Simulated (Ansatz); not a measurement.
## Bulk modulus of PtC (model structure, P-6m2, No. 187, 2 atoms in the cell) at several levels of theory

No measured value is used here.

```
level (code)     value (GPa)  cell (Å³/atom)
---------------  -----------  --------------
LDA (Ansatz)             296           10.76
PBE (Ansatz)             244           11.35
PBEsol (Ansatz)          278           10.96
r²SCAN (Ansatz)          261           11.20
```

Density-functional levels without +SOC have no spin–orbit coupling. LDA, PBE, PBEsol, r²SCAN: the bulk modulus is −V dP/dV from two relaxed cells at ±2 % in volume. Each level is taken at its own relaxed cell. Cutoffs differ between the levels. Ansatz's density-functional and Hartree–Fock values are scalar-relativistic unless marked +SOC, with PAW data made under PBE.

A model structure was made by putting elements into a prototype or built by hand; it is no filed structure, need not be a known phase, and can be a saddle point held by its symmetry.

Ansatz is a program for electronic structure.
